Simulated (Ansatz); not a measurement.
Take Rh$_{2}$Ge (space group Pnma, No. 62; a = 5.491 Å, b = 4.011 Å, c = 7.578 Å) as the base.

Calculations: Ansatz (a program for electronic structure) r2SCAN, no spin-orbit coupling, earlier PAW set.

One change was made to it. Results:

```json
[
 {"quantity": "density", "base": "11.08 g/cm³", "after": "11.23 g/cm³"},
 {"quantity": "band gap", "base": "zero", "after": "zero"},
 {"quantity": "shortest interatomic distance", "base": "2.469 Å", "after": "2.463 Å"}
]
```

### Question
Which of these changes matches the shifts?
A) pressure 3 GPa
B) pressure 15 GPa
C) pressure 30 GPa
D) pressure 7 GPa

### Answer
A, pressure 3 GPa. For comparison, the density in the other runs: pressure 7 GPa gives 11.42 g/cm³; pressure 15 GPa gives 11.75 g/cm³; pressure 30 GPa gives 12.30 g/cm³.

Load acts through the strain it causes; cell and atoms are relaxed under it. No phonon test of stability was made. No other phases were tried under pressure. The final runs are not spin-polarised.
